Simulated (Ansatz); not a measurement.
**Si (space group Ia-3, No. 206)**

```cif
data_Si8
_chemical_formula_sum 'Si8'
_space_group_name_H-M_alt 'P 1'
_space_group_IT_number 1
_cell_length_a 5.71718
_cell_length_b 5.71718
_cell_length_c 5.71718
_cell_angle_alpha 109.471
_cell_angle_beta 109.471
_cell_angle_gamma 109.471
loop_
_space_group_symop_operation_xyz
  'x, y, z'
loop_
_atom_site_label
_atom_site_type_symbol
_atom_site_fract_x
_atom_site_fract_y
_atom_site_fract_z
_atom_site_occupancy
Si1 Si 0.20461 0.20461 0.20461 1
Si2 Si 0.50000 0.00000 0.29539 1
Si3 Si 0.29539 0.50000 0.00000 1
Si4 Si 0.00000 0.29539 0.50000 1
Si5 Si 0.79539 0.79539 0.79539 1
Si6 Si 0.50000 0.00000 0.70461 1
Si7 Si 0.70461 0.50000 0.00000 1
Si8 Si 0.00000 0.70461 0.50000 1
```

Level of theory: plane-wave PAW DFT at the PBEsol level (Ansatz, a program for electronic structure, 420 eV), scalar-relativistic without spin-orbit coupling. k-mesh 10×10×10 (Γ-centred); smearing 0.05 eV (Fermi–Dirac).

- Volume per atom: 17.98 Å³
- Density: 2.59 g/cm³
- Band gap: zero
- Total energy: -621.374 eV/atom (σ→0; compares only within this code and set-up)

Stability against distortions was not tested. This is not the structure that Si has at room temperature and ambient pressure. The zero or small gap of Si can change with the level of theory.
